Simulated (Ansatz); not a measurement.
Given:

End structure of the (21-30) surface of hcp Hf in its 1x1 cell, outermost plane spacing 0.35 Å in the ideal cut:

```
CELL_PARAMETERS angstrom
      5.06726     0.00000     0.00000
      0.00000     8.47925     0.00000
      0.00000     0.00000    27.00000
ATOMIC_POSITIONS crystal
  Hf 0.25000 0.20658 0.30642
  Hf 0.75000 0.44131 0.31882
  Hf 0.25000 0.86145 0.34022
  Hf 0.75000 0.07673 0.35256
  Hf 0.25000 0.50189 0.37880
  Hf 0.75000 0.71020 0.39041
  Hf 0.25000 0.13772 0.41631
  Hf 0.75000 0.35666 0.42869
  Hf 0.25000 0.78755 0.45387
  Hf 0.75000 0.00269 0.46781
  Hf 0.25000 0.42789 0.49378
  Hf 0.75000 0.64354 0.50622
  Hf 0.25000 0.06873 0.53219
  Hf 0.75000 0.28388 0.54613
  Hf 0.25000 0.71477 0.57131
  Hf 0.75000 0.93371 0.58370
  Hf 0.25000 0.36123 0.60959
  Hf 0.75000 0.56954 0.62120
  Hf 0.25000 0.99469 0.64743
  Hf 0.75000 0.20998 0.65978
  Hf 0.25000 0.63012 0.68118
  Hf 0.75000 0.86485 0.69358
```

Slab: 22 atoms, 10.8 Å thick at the start; k 8x5x1, smearing 0.1 eV, dipole-corrected; single point; on the structure that PBE left under its start's symmetry; no spin, no spin-orbit, no U.

Task: Give the surface energy (mean of both faces) at the level r2SCAN, at the PBE geometry in Ansatz (a quantum-chemistry and plane-wave program).

Result: 2.06 J/m²

Task: What is the computed work function of the top face (r2SCAN, at the PBE geometry)?

Result: 3.40 eV
